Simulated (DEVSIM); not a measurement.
System: abrupt InP p-n junction, at 300 K.

Layer 1 from the left is InP, thickness (μm) 39.0, Na (cm⁻³) 2.9e17, τn (s) 1.5e-9, τp (s) 1.5e-9. Layer 2 from the left is InP, thickness (μm) 41.0, Nd (cm⁻³) 1.6e14, τn (s) 1.5e-9, τp (s) 1.5e-9.

Left contact: ohmic. Right contact: ohmic. Voltage is applied to the left contact. Recombination: SRH at mid-gap, radiative, Auger. Mobility is μmin + (μ − μmin)/(1 + (N/Nref)^α).

This is a model device: material constants are rounded textbook-type values typed into the input, and sizes, dopings and lifetimes were drawn at random. Values at 300 K.

InP: gap (eV) 1.344, affinity (eV) 4.38, permittivity 12.5, Nc (cm⁻³) 5.7e17, Nv (cm⁻³) 1.1e19, μn (cm²/Vs) 5200, μp (cm²/Vs) 170, μn,min 400, μp,min 10, Nref,n 3e17, Nref,p 4.9e17, αn 0.47, αp 0.62, B (cm³/s) 1.2e-10, Cn (cm⁶/s) 9e-31, Cp (cm⁶/s) 9e-31.

Task: Estimate by hand the built-in potential, the peak field at zero bias, the capacitance at -0.6 V, and compare with a numerical solution.

Result: 
- Built-in potential: ni = √(Nc Nv) exp(−Eg/2kT) = 1.29e7 cm⁻³ with Eg = 1.344 eV; Vbi = kT/q ln(Na Nd/ni²) = 1.039 V; numerical 1.039 V.
- Peak field at zero bias: depletion approximation: W = √(2εVbi/(qN)) = 3.00 μm with N = 1.60e14 cm⁻³; field = 2Vbi/W = 6930 V/cm; numerical 28800 V/cm (estimate below by 76 %).
- Capacitance at -0.6 V: C = √(qεN / 2(Vbi + |V|)) = 2.94 nF/cm²; numerical 3.07 nF/cm² (estimate below by 4.1 %).

Simulated with DEVSIM: 1D drift-diffusion, Boltzmann statistics, complete ionisation; no tunnelling, impact ionisation, image-force lowering or self-heating.
